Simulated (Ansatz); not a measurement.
Base system: TiAu in the CsCl type structure (space group Pm-3m, No. 221; a = 3.219 Å; relaxed with 0.1 eV smearing). Axes: x, y, z lie along the cube axes.

Now apply this change: uniaxial strain ε_yy = −0.83 %, all other strain components held at zero; the atoms relax in the strained cell.

Levels (all Ansatz, a quantum-chemistry and plane-wave program, PAW): PBEsol (420 eV, no SOC); PBEsol+SOC (420 eV, noncollinear with spin-orbit coupling).

The geometry is relaxed with PBEsol.

```
Property           Value
---------------  -------
PBEsol pressure  1.3 GPa
```

**Question.** What does PBEsol+SOC give at this geometry for the pressure?

**Answer.** The pressure shrinks by 0.9 GPa to 0.4 GPa.

Single points use the geometry relaxed with PBEsol. Differences between runs with and without spin-orbit coupling are approximate. Whether these cells are dynamically stable was not tested. The runs without spin-orbit coupling are not spin-polarised. An odd electron count without spin: TiAu.
